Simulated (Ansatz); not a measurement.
Consider Cu in the fcc (Cu type) structure (space group Fm-3m, No. 225; a = 3.5184 Å; relaxed with 0.1 eV smearing). Axes: x, y, z lie along the cube axes.

Level of theory: LDA, PAW, 420 eV (Ansatz, a program for electronic structure; scalar-relativistic without spin-orbit coupling).

Before the change:

- Pressure: 0.0 GPa
- Volume per atom: 10.89 Å³

The change: tensile biaxial strain of 2.50 % in the plane normal to [111], as in epitaxy on a mismatched substrate; the out-of-plane cell vector and the atoms relax.

### Question
What happens to the pressure, energy relative to the base and volume per atom?

### Answer
The pressure (mean of the normal stresses, compression positive) goes from zero to -4.9 GPa; the energy goes up by 13 meV/atom; the volume per atom grows by 0.33 Å³ (10.89 Å³ → 11.22 Å³).

Whether these cells are dynamically stable was not tested. All final runs are without spin polarisation.
